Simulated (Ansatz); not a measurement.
Input and output of a self-consistent single point for AlInSb2 (Pmm2, 4 atoms in the cell) (Ansatz, an electronic-structure program)

Level of theory: LDA (PW92), default PAW files made with PBE (plane waves; Ansatz).

Input:

Ansatz 0.2 input:
```yaml
# AlInSb2
crystal:
  lattice:
    - [4.492651, 0.000000, 0.000000]
    - [0.000000, 4.492651, 0.000000]
    - [0.000000, 0.000000, 6.329774]
  atoms:
    - { symbol: Al, position: [0.000000, 0.000000, 0.007899] }
    - { symbol: In, position: [0.500000, 0.500000, 0.500000] }
    - { symbol: Sb, position: [0.000000, 0.500000, 0.233370] }
    - { symbol: Sb, position: [0.500000, 0.000000, 0.766630] }
basis:
  ecutwfc: 420.0 eV
kpoints:
  mp_grid:
    grid: [5, 5, 3]
hamiltonian:
  xc: lda
  pseudopotentials:
    kind: paw
scf:
  occupations:
    method: fermi_dirac
    width: 0.01 eV
output:
  forces: true
  eigenvalues: true
  stress: true
```

Output, abridged:

```
WARN ansatz: RAYON_NUM_THREADS=1 ignored (pool sized by the plan → 1); use --threads N
Pseudopotentials: kind: paw
Pseudopotential: Al, paw, valence charge 3
Pseudopotential: In, paw, valence charge 13
Pseudopotential: Sb, paw, valence charge 15
Crystal: 4 atoms, lattice volume = 127.760 Å³
Basis set: ecut = 420 eV, 2477 PW (Γ)
Bands: 28, of which v1, the nominal top of the filled ones, is band 23 counted from 1 (22 counted from 0)
Symmetry: 4 space group operations
Space group: Pmm2 (ITA 25), of the structure as read, at distance tolerance 5.0e-5 Å
k-points: 18 of 75 (time reversal used)
PAW frozen core: Al, regenerated for the run's functional, and the local potential with it
PAW frozen core: In, regenerated for the run's functional, and the local potential with it
PAW frozen core: Sb, regenerated for the run's functional, and the local potential with it
Initial density: superposition of atomic densities (neutral atoms: chi_scale 0, normalization atom), corrected by the library's trained network
Initial wavefunctions: pseudopotential atomic-orbital guess
Eigensolver: davidson
Functional: x = slater, c = lda
SCF iter   1: F=—  HF=-18642.069118 eV  |F-HF|=—  |Δ(HF+E_count)|=         —  Δρ=6.07e-3  dr2=2.93e-2  ethr=1.77e-3  ⟨swp⟩=7.8  Hψ=2597  notcnv=0
all-band conjugate gradients solve this SCF's bands
preconditioner: auto → Resta (q_TF=auto, 2.301 Å⁻¹)
SCF iter   2: F=—  HF=-18642.059666 eV  |F-HF|=—  |Δ(HF+E_count)|=   9.45e-3  Δρ=2.83e-3  dr2=6.39e-3  ethr=6.37e-5  ⟨swp⟩=3.0  Hψ=1005  notcnv=0  defer=17
SCF iter   3: F=—  HF=-18642.058363 eV  |F-HF|=—  |Δ(HF+E_count)|=   1.30e-3  Δρ=3.99e-4  dr2=2.43e-4  ethr=1.39e-5  ⟨swp⟩=3.1  Hψ=1000  notcnv=0  defer=17
SCF iter   4: F=—  HF=-18642.058366 eV  |F-HF|=—  |Δ(HF+E_count)|=   3.78e-6  Δρ=1.63e-4  dr2=4.73e-5  ethr=5.28e-7  ⟨swp⟩=2.0  Hψ=901  notcnv=0  defer=17
SCF iter   5: F=—  HF=-18642.058365 eV  |F-HF|=—  |Δ(HF+E_count)|=   1.51e-6  Δρ=3.77e-5  dr2=3.53e-6  ethr=1.03e-7  ⟨swp⟩=2.0  Hψ=811  notcnv=0  defer=17
SCF iter   6: F=—  HF=-18642.058366 eV  |F-HF|=—  |Δ(HF+E_count)|=   1.43e-6  Δρ=1.27e-5  dr2=2.40e-7  ethr=7.66e-9  ⟨swp⟩=2.0  Hψ=631  notcnv=0  defer=17
SCF iter   7: F=-18642.058366 eV  HF=-18642.058366 eV  |F-HF|=1.38e-8  |Δ(HF+E_count)|=   2.82e-8  Δρ=3.32e-6  dr2=2.45e-8  ethr=2.17e-10  ⟨swp⟩=9.9  Hψ=2300  notcnv=0
SCF 1 converged in 7 iterations: F = -18642.058366 eV  dr2 = 2.45e-8
SCF converged after 7 iterations
Free energy (F): -18642.058366 eV
Harris-Foulkes:  -18642.058366 eV  (|F-HF|=1.38e-8)
Internal energy: -18642.058366 eV  (E = F + TS)
E sigma→0 (E₀):  -18642.058366 eV
Entropy (-TS):   -0.000000 eV (-0.000 meV/atom)
Fermi energy:    6.582974 eV
--- Per-component energies (eV) ---
  E_band       = -486.582574
  E_kinetic    = 683.239987
  E_local      = -5304.809529  (includes V_loc(G=0)·N_el)
  E_nonlocal   = 1115.765405
  E_hartree    = 2323.199012
  E_xc         = -527.306739
  E_vxc        = -323.529644  (∫ρ·V_xc dr)
  E_paw        = -13314.954041  (= ΣΔE_a)
  E_vpaw       = -1303.649832  (= ΣTr[D̂ρ^β])
  E_aug_tail   = 0.000017  (compensation charges beyond the density's cutoff)
  E_ewald      = -3618.650378
  E_core_change = 1.457900  (= ΣΔE_core)
  E_smearing   = -0.000000  (= −TS)
  E_closure    = 0.000000  (closes the sum)
  Σ components = -18642.058366   (vs F -18642.058366, Δ=0.00e0)
--- Forces (eV/Å), atoms counted from 1 ---
  atom   1  Al     0.00000000     0.00000000    -0.41294882
  atom   2  In     0.00000000     0.00000000     0.07210023
  atom   3  Sb     0.00000000     0.00000000     0.21446689
  atom   4  Sb     0.00000000     0.00000000     0.12639134
  max |Σ_I F_I| component: 9.64e-6 eV/Å
--- Stress (GPa, compression-positive) ---
       -1.974538       0.000000       0.000000
        0.000000      -1.187407       0.000000
        0.000000       0.000000      -1.809676
  P = ⅓ Tr σ = -1.6572 GPa (-16.572 kbar)
  The stress holds the Pulay correction. Without it, at fixed plane waves, as pw.x and ABINIT print it: P = -1.6860 GPa
--- Band table (eV; the first three rows and the last of 18) ---
  k-point 0: bands = ["-21.9557", "-21.9530", "-21.9461", "-21.9346", "-21.9290", "-21.8841", "-21.8757", "-21.8635", "-21.8545", "-21.8498", "-8.0305", "-7.9676", "-7.9661", "-7.9154", "-7.9013", "-4.3133", "-2.3960", "0.6973", "4.0853", "4.1786", [...]
  k-point 1: bands = ["-21.9557", "-21.9530", "-21.9461", "-21.9346", "-21.9290", "-21.8842", "-21.8758", "-21.8636", "-21.8545", "-21.8498", "-8.0317", "-7.9680", "-7.9665", "-7.9145", "-7.9013", "-3.9888", "-3.1009", "1.8210", "4.0816", "4.4064", [...]
  k-point 2: bands = ["-21.9557", "-21.9523", "-21.9464", "-21.9341", "-21.9293", "-21.8844", "-21.8748", "-21.8636", "-21.8544", "-21.8500", "-8.0235", "-7.9768", "-7.9669", "-7.9128", "-7.9044", "-4.0788", "-2.3990", "0.7846", "3.3032", "4.2726", [...]
  k-point 17: bands = ["-21.9563", "-21.9490", "-21.9470", "-21.9327", "-21.9302", "-21.8848", "-21.8727", "-21.8644", "-21.8519", "-21.8509", "-8.0165", "-8.0117", "-7.9430", "-7.9190", "-7.9047", "-2.6435", "-2.4281", "0.8392", "1.1248", "3.2313", [...]
```

The run converged in 7 iterations.

The starting cell comes from a database of computed structures (which also holds hypothetical and non-ambient phases and stackings), without a prior relaxation at this level. Its lattice was rescaled by up to half a per cent. One atom was moved a little off its site on purpose. Spin-orbit coupling is off. Ansatz's pressure includes its estimate of the finite-basis (Pulay) stress.
